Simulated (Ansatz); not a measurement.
# A self-consistent single point of LaP (Fm-3m, 2 atoms in the cell) with Ansatz

Computed with LDA (PW92), default PAW files made with PBE (plane waves; Ansatz, a quantum-chemistry and plane-wave program).

Input as run:

Ansatz 0.2 input:
```yaml
# LaP
crystal:
  lattice:
    - [0.000000, 3.024150, 3.024150]
    - [3.024150, 0.000000, 3.024150]
    - [3.024150, 3.024150, 0.000000]
  atoms:
    - { symbol: La, position: [0.000000, 0.000000, 0.000000] }
    - { symbol: P, position: [0.500000, 0.500000, 0.500000] }
basis:
  ecutwfc: 420.0
kpoints:
  mp_grid:
    grid: [9, 9, 9]
hamiltonian:
  xc: lda
  pseudopotentials:
    kind: paw
scf:
  occupations:
    method: fermi_dirac
    width: 0.1
output:
  forces: true
  eigenvalues: true
  stress: true
```

Output, abridged:

```
WARN ansatz: RAYON_NUM_THREADS=1 ignored (pool sized by the plan → 1); use --threads N
Pseudopotentials: kind: paw
Pseudopotential: La, paw, valence charge 11
Pseudopotential: P, paw, valence charge 5
Crystal: 2 atoms, lattice volume = 55.315 Å³
Basis set: ecut = 420 eV, 1067 PW (Γ)
Bands: 12, of which v1, the nominal top of the filled ones, is band 8 counted from 1 (7 counted from 0)
Symmetry: 48 space group operations
Space group: Fm-3m (ITA 225), of the structure as read, at distance tolerance 3.8e-5 Å
k-points: 35 of 729
PAW frozen core: La, regenerated for the run's functional, and the local potential with it
PAW frozen core: P, regenerated for the run's functional, and the local potential with it
Initial density: superposition of atomic densities (neutral atoms: chi_scale 0, normalization atom), corrected by the library's trained network
Initial wavefunctions: pseudopotential atomic-orbital guess
Eigensolver: davidson
Functional: x = slater, c = lda
SCF iter   1: F=—  HF=-6805.178978 eV  |F-HF|=—  |Δ(HF+E_count)|=         —  Δρ=4.29e-3  dr2=9.04e-3  ethr=1.77e-3  ⟨swp⟩=4.7  Hψ=2189  notcnv=0
all-band conjugate gradients solve this SCF's bands
preconditioner: auto → Kerker (q_TF=auto, 2.219 Å⁻¹)
SCF iter   2: F=—  HF=-6805.176319 eV  |F-HF|=—  |Δ(HF+E_count)|=   2.66e-3  Δρ=2.28e-3  dr2=2.21e-3  ethr=5.65e-5  ⟨swp⟩=2.2  Hψ=1126  notcnv=0
SCF iter   3: F=—  HF=-6805.175932 eV  |F-HF|=—  |Δ(HF+E_count)|=   3.87e-4  Δρ=4.53e-4  dr2=1.20e-4  ethr=1.38e-5  ⟨swp⟩=2.5  Hψ=603  notcnv=0
SCF iter   4: F=—  HF=-6805.175916 eV  |F-HF|=—  |Δ(HF+E_count)|=   1.56e-5  Δρ=7.08e-5  dr2=2.60e-6  ethr=7.48e-7  ⟨swp⟩=2.3  Hψ=646  notcnv=0
SCF iter   5: F=—  HF=-6805.175917 eV  |F-HF|=—  |Δ(HF+E_count)|=   9.13e-7  Δρ=2.14e-5  dr2=3.44e-7  ethr=1.62e-8  ⟨swp⟩=2.5  Hψ=698  notcnv=0
SCF iter   6: F=-6805.175917 eV  HF=-6805.175917 eV  |F-HF|=4.27e-9  |Δ(HF+E_count)|=   6.55e-8  Δρ=5.58e-6  dr2=2.69e-8  ethr=6.25e-10  ⟨swp⟩=8.1  Hψ=2359  notcnv=0
SCF 1 converged in 6 iterations: F = -6805.175917 eV  dr2 = 2.69e-8
SCF converged after 6 iterations
Free energy (F): -6805.175917 eV
Harris-Foulkes:  -6805.175917 eV  (|F-HF|=4.27e-9)
Internal energy: -6805.166547 eV  (E = F + TS)
E sigma→0 (E₀):  -6805.171232 eV
Entropy (-TS):   -0.009370 eV (-4.685 meV/atom)
Fermi energy:    8.682027 eV
--- Per-component energies (eV) ---
  E_band       = -43.598447
  E_kinetic    = 260.864016
  E_local      = -400.985347  (includes V_loc(G=0)·N_el)
  E_nonlocal   = 134.915049
  E_hartree    = 122.688996
  E_xc         = -199.263144
  E_vxc        = -207.904194  (∫ρ·V_xc dr)
  E_paw        = -5784.300113  (= ΣΔE_a)
  E_vpaw       = -75.868339  (= ΣTr[D̂ρ^β])
  E_aug_tail   = 0.000003  (compensation charges beyond the density's cutoff)
  E_ewald      = -939.526074
  E_core_change = 0.440068  (= ΣΔE_core)
  E_smearing   = -0.009370  (= −TS)
  E_closure    = 0.000000  (closes the sum)
  Σ components = -6805.175917   (vs F -6805.175917, Δ=0.00e0)
--- Forces (eV/Å), atoms counted from 1 ---
  atom   1  La    -0.00000000     0.00000000     0.00000000
  atom   2  P      0.00000000    -0.00000000     0.00000000
  max |Σ_I F_I| component: 1.38e-30 eV/Å
--- Stress (GPa, compression-positive) ---
       -4.028316       0.000000      -0.000000
        0.000000      -4.028316      -0.000000
        0.000000       0.000000      -4.028316
  P = ⅓ Tr σ = -4.0283 GPa (-40.283 kbar)
  The stress holds the Pulay correction. Without it, at fixed plane waves, as pw.x and ABINIT print it: P = -4.0472 GPa
--- Band table (eV; the first three rows and the last of 35) ---
  k-point 0: bands = ["-23.2155", "-6.6814", "-6.6814", "-6.6814", "-0.5260", "8.6892", "8.6892", "8.6892", "10.3246", "10.3246", "10.3246", "11.0681"]
  k-point 1: bands = ["-23.2102", "-6.7695", "-6.6874", "-6.6874", "-0.3631", "8.1310", "8.3462", "8.3462", "10.3089", "10.4836", "10.4836", "11.2335"]
  k-point 2: bands = ["-23.1966", "-6.9786", "-6.7025", "-6.7025", "0.0515", "7.1027", "7.7425", "7.7425", "10.3742", "10.8271", "10.8271", "11.4184"]
  k-point 34: bands = ["-23.1561", "-7.0789", "-6.9917", "-6.8915", "0.2763", "6.8852", "7.5532", "7.6347", "10.4977", "10.9096", "11.3792", "11.3816"]
```

The run converged in 6 iterations.

The starting cell comes from a database of computed structures (which also holds hypothetical and non-ambient phases and stackings), without a prior relaxation at this level. Its lattice was rescaled by up to half a per cent. With a pressure of about -4 GPa the cell is away from its equilibrium volume at this level. Ansatz's pressure includes its estimate of the finite-basis (Pulay) stress.
